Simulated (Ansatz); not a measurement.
Take GaS in the beta-GaS type structure (space group P6_3/mmc, No. 194; a = 3.591 Å, c = 15.450 Å; layered, stacked along the Cartesian z axis) as the base.

Method: PBE-D3(BJ) in Ansatz (plane waves to 420 eV, PAW, without spin-orbit coupling), earlier PAW set.

One change was made to it. Results:

```csv
quantity,base,after
band gap,1.56 eV,zero
lattice parameter a,3.591 Å,3.242 Å
```

Name the change that was made.
A. pressure 30 GPa
B. pressure 15 GPa
C. pressure 7 GPa
D. pressure 3 GPa

A, pressure 30 GPa. For comparison, the band gap in the other runs: pressure 7 GPa gives 0.97 eV; pressure 3 GPa gives 1.28 eV; pressure 15 GPa gives 0.48 eV.

The mesh was chosen for an insulator and is coarse for the gapless case. Load acts through the strain it causes; cell and atoms are relaxed under it. Whether these cells are dynamically stable was not tested. Competing high-pressure phases were not computed. The final runs are not spin-polarised. The zero or small gap of GaS under pressure 30 GPa can change with the level of theory.

Ansatz is a first-principles code.
